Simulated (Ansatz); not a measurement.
# SiO2, pressure series

The reference is SiO2 in the rutile structure (space group P4_2/mnm, No. 136).

Space group P4₂/mnm (No. 136); a = b = 4.236 Å, c = 2.690 Å, α = β = γ = 90.00°

```csv
atom,site,symmetry,x,y,z
Si,2a,m.mm,0.0000,0.0000,0.0000
O,4f,m.2m,0.3070,0.3070,0.0000
```

Cell and atoms are relaxed at each pressure.

Computed with PBE, PAW, 420 eV (Ansatz, a program for electronic structure; no spin-orbit coupling).

| variant | band gap | lattice parameter a | width of the top valence band |
|---|---|---|---|
| base | 5.04 eV | 4.236 Å | 2.56 eV |
| pressure −2 GPa | 4.93 eV | 4.250 Å | 2.53 eV |
| pressure −1 GPa | 4.98 eV | 4.243 Å | 2.55 eV |
| pressure 0.9 GPa | 5.09 eV | 4.230 Å | 2.57 eV |
| pressure 2.1 GPa | 5.15 eV | 4.222 Å | 2.58 eV |
| pressure 4.5 GPa | ? | ? | 2.61 eV |
| pressure 9 GPa | 5.51 eV | 4.181 Å | 2.66 eV |
| pressure 15 GPa | ? | 4.151 Å | ? |
| pressure 22.5 GPa | 6.16 eV | 4.117 Å | 2.79 eV |

### Question
Some entries are withheld; estimate them.

### Answer

- pressure 4.5 GPa, band gap: 5.28 eV
- pressure 4.5 GPa, lattice parameter a: 4.207 Å
- pressure 15 GPa, band gap: 5.81 eV
- pressure 15 GPa, width of the top valence band: 2.72 eV

Load acts through the strain it causes; cell and atoms are relaxed under it. Stability against distortions was not tested. Competing high-pressure phases were not computed.
